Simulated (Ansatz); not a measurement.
Take AlRu in the CsCl type structure (space group Pm-3m, No. 221; a = 2.983 Å; relaxed with 0.1 eV smearing) as the base. Axes: x, y, z lie along the cube axes.

Computed with Kohn–Sham DFT with the r2SCAN functional, run in Ansatz (a program for electronic structure) with PAW and 500 eV plane waves, no SOC.

Perturbation: the cell is scaled by 1.0192 in all directions; the atoms relax in the strained cell.

Q: Predict the stress tensor and what it implies for the stiffness.

A: Stress of the strained cell less that of the base (GPa, compression positive):
```
  -11.1     0.0     0.0
    0.0   -11.1     0.0
    0.0     0.0   -11.1
```

Then B = −ΔP/(ΔV/V₀) with ΔV/V₀ = 0.0587 gives secant stiffness values (nonlinear terms included at this strain): B ≈ 189 GPa.

As a check, the harmonic strain energy −½ V₀ Δσ:ε is 26 meV/atom; the computed energy rise is 28 meV/atom.

No phonon test of stability was made. All final runs are without spin polarisation.
